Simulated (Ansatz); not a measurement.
An Ansatz (a quantum-chemistry and plane-wave program) input (PBEsol (Ansatz, PAW, spin-orbit coupling left out), earlier PAW set):

Ansatz 0.2 input:
```yaml
crystal:
  lattice:
    - [2.4826637277, 0, 0]
    - [0, 2.4826637277, 0]
    - [1.2413318638, -1.2413318638, 1.787491303]
  atoms:
    - { symbol: C, position: [0.5, 0.5, 1] }
    - { symbol: C, position: [0.25, 0.25, 0.5] }
basis: { ecutwfc: 420, ecutrho_ratio: 4, xc_grid: 2, fft_grid_basis: typed }
kpoints: { mp_grid: { grid: [16, 16, 16] } }
hamiltonian:
  xc: pbesol
  dispersion: none
  pseudopotentials: { azcp: { folder: ./paw }, kind: paw }
scf: { occupations: { method: fermi_dirac, width: 0.05 } }
relax: { f_tol: 0.005, max_steps: 50, cell: { stress_tol: 0.01, fix: [a, b, gamma] } }
output: { forces: true, stress: true }
checkpoint: { write: state.ck, write_every: 1000 }
```

**Question.** Which symmetry and how many k-points will the program report, and about how many plane waves at Γ?

**Answer.** Space group I41/amd (ITA 141) with 16 operations, k-points 349 of 4096, and 197 plane waves at Γ.

**Question.** And the final pressure?

**Answer.** 9.82 GPa (compression positive).

The cells carry an imposed strain or load. Stability against distortions was not tested. The cell was made from C in the diamond structure (space group Fd-3m, No. 227) by this change: biaxial strain −1.20 %, plane normal [001], relaxed out of plane.
